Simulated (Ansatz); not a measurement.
System: Ru2C (model structure, started from the Cu2Sb type, P4/nmm, No. 129, 6 atoms in the cell). Method: PBEsol (Ansatz, an electronic-structure program, PAW).

Run with plane-wave cutoff 520 eV, 14×14×10 k mesh (along the axes of the cell as run), Fermi–Dirac smearing 0.05 eV, no spin polarisation, scalar-relativistic PAW data made under PBE.

Cell (relaxed at this level):

```xyz
6
Lattice="3.7649 0.0000 0.0000 0.0000 3.7649 0.0000 0.0000 0.0000 4.7914" Properties=species:S:1:pos:R:3 pbc="T T T"
Ru     0.0000     0.0000     0.0000
Ru     1.8824     1.8824     0.0000
Ru     1.8824     0.0000     1.9945
Ru     0.0000     1.8824     2.7970
C      1.8824     0.0000     3.9184
C      0.0000     1.8824     0.8730
```

Problem. Predict the bulk modulus.

Solution. 
bulk modulus: 317 GPa

Note: the run has no spin polarisation, so it can have missed a magnetic state; the bulk modulus is −V dP/dV from two relaxed cells at ±2 % in volume; the relaxation could raise the start's symmetry but not lower it, so the cell can be a saddle point.

Computing time: roughly 11 core-minutes.

A model structure was made by putting elements into a prototype or built by hand; it is no filed structure, need not be a known phase, and can be a saddle point held by its symmetry.
